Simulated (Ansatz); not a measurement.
MoSe (model structure, started from the CsCl type, Pm-3m, No. 221, 2 atoms in the cell), treated with LDA (Ansatz, an electronic-structure program, plane waves, PAW).

Run with plane-wave cutoff 520 eV, 18×18×18 k mesh, Fermi–Dirac smearing 0.05 eV, no spin polarisation, scalar-relativistic PAW data made under PBE.

Cell (relaxed at this level):

```cif
data_MoSe
_chemical_formula_sum 'Mo1 Se1'
_space_group_name_H-M_alt 'P 1'
_space_group_IT_number 1
_cell_length_a 3.08959
_cell_length_b 3.08959
_cell_length_c 3.08959
_cell_angle_alpha 90.000
_cell_angle_beta 90.000
_cell_angle_gamma 90.000
loop_
_space_group_symop_operation_xyz
  'x, y, z'
loop_
_atom_site_label
_atom_site_type_symbol
_atom_site_fract_x
_atom_site_fract_y
_atom_site_fract_z
_atom_site_occupancy
Mo1 Mo 0.00000 0.00000 0.00000 1
Se1 Se 0.50000 0.50000 0.50000 1
```

Question: Give the computed bulk modulus B0.

Answer: 
bulk modulus B0: 215 GPa

Note: the run has no spin polarisation, so it can have missed a magnetic state; the bulk modulus is −V dP/dV from two relaxed cells at ±2 % in volume; the relaxation could raise the start's symmetry but not lower it, so the cell can be a saddle point.

It cost around 40 core-seconds (rough) of CPU time.

A model structure was made by putting elements into a prototype or built by hand; it is no filed structure, need not be a known phase, and can be a saddle point held by its symmetry.
